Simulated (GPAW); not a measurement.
GPAW run on NbRu (P4mm, 2 atoms in the cell): self-consistent single point.

Computed with LDA (Perdew-Wang 92), GPAW PAW datasets LDA (gpaw-data 1.0.1) (plane waves; GPAW 25.7.0).

```xyz
2
Lattice="3.0687 0.0000 0.0000 0.0000 3.0687 0.0000 0.0000 0.0000 3.4421" Properties=species:S:1:pos:R:3 pbc="T T T"
Nb     0.0000     0.0000     0.0500
Ru     1.5344     1.5344     1.7211
```

Reference input (self-consistent single point, DFT LDA (Perdew-Wang 92), plane waves, GPAW PAW datasets LDA (gpaw-data 1.0.1)): mode = pw; ecut = 600 eV; xc = LDA; kpts = 5 5 5; mesh shift (steps) = 0 0 0; occupations.name = fermi-dirac; occupations.width = 0.1 eV; nbands = -8; symmetry.symmorphic = false; symmetry.tolerance = 0.0005; maxiter = 100. This run's input differs from it in these lines:

```diff
@@ -16,3 +16,3 @@
             occupations=FermiDirac(0.1),
-            nbands=-8,
+            nbands=14,
             symmetry={'symmorphic': False, 'tolerance': 0.0005},
```

Log, with long lists cut:

```
Input parameters:
  kpts: [5 5 5]
  maxiter: 100
  mode: {ecut: 600.0,
         name: pw}
  nbands: 14
  occupations: {fixmagmom: False,
                name: fermi-dirac,
                width: 0.1}
  symmetry: {symmorphic: False,
             tolerance: 0.0005}

species:
  Nb:
    name: Niobium
    Z: 41.0
    valence: 13
    core: 28
    charge: 0.0
    file: Nb.LDA.gz

    # Using partial waves for Nb as LCAO basis

  Ru:
    name: Ruthenium
    Z: 44.0
    valence: 16
    core: 28
    charge: 0.0
    file: Ru.LDA.gz

    # Using partial waves for Ru as LCAO basis

Reference energy: -226918.945014  # eV

Spin-paired calculation

Traceback (most recent call last):
   [... frames left out ...]
ValueError: Too few bands!  Electrons: 29.000000, bands: 14
```

The program stopped before any SCF iteration. 

The starting cell comes from a database of computed structures (which also holds hypothetical and non-ambient phases and stackings), without a prior relaxation at this level. Its lattice was rescaled by up to half a per cent. One atom was moved a little off its site on purpose.
